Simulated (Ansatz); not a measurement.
The parent structure is TiO$_{2}$ in the anatase structure (space group I4_1/amd, No. 141; a = 3.799 Å, c = 9.701 Å). Axes: x, y, z lie along a, b, c of the conventional cell.

Method: Kohn–Sham DFT with the PBE functional, run in Ansatz (an electronic-structure program) with PAW and 420 eV plane waves, without spin-orbit coupling.

It is then changed as follows: the cell is stretched by 0.60 % along z with no lateral relaxation, atoms relaxed at fixed cell.

Task: Predict the stress tensor and what it implies for the stiffness.

Result: Stress of the strained cell less that of the base (GPa, compression positive):
```
  -0.84    0.00    0.00
   0.00   -0.84    0.00
   0.00    0.00   -1.12
```

Then −Δσ_ii/ε with ε = 0.0060 gives relaxed-ion elastic constants: C33 ≈ 187 GPa, C13 ≈ 140 GPa and C23 ≈ 140 GPa.

Whether these cells are dynamically stable was not tested. All final runs are without spin polarisation.
